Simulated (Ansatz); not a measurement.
# Pressure series in HfN

Consider HfN in the rock salt structure (space group Fm-3m, No. 225; a = 4.5480 Å).

Cell and atoms are relaxed at each pressure.

Level of theory: Ansatz (a program for electronic structure) PBE, scalar-relativistic without spin-orbit coupling, earlier PAW set.

Notes on the quantities. enthalpy: H = E + PV relative to the base's energy.

| variant | volume per atom | enthalpy |
|---|---|---|
| base | 11.76 Å³ | – |
| pressure −2 GPa | 11.85 Å³ | -0.15 eV/atom |
| pressure −1 GPa | 11.80 Å³ | -0.07 eV/atom |
| pressure 0.7 GPa | 11.73 Å³ | +0.05 eV/atom |
| pressure 1.5 GPa | 11.69 Å³ | +0.11 eV/atom |
| pressure 3 GPa | 11.63 Å³ | +0.22 eV/atom |
| pressure 5 GPa | … | +0.36 eV/atom |
| pressure 7.5 GPa | 11.45 Å³ | +0.54 eV/atom |
| pressure 10 GPa | 11.35 Å³ | +0.72 eV/atom |

Some entries are withheld; estimate them.


- pressure 5 GPa, volume per atom: 11.55 Å³

Load acts through the strain it causes; cell and atoms are relaxed under it. No phonon test of stability was made. No other phases were tried under pressure. All final runs are without spin polarisation. An odd electron count without spin: HfN.
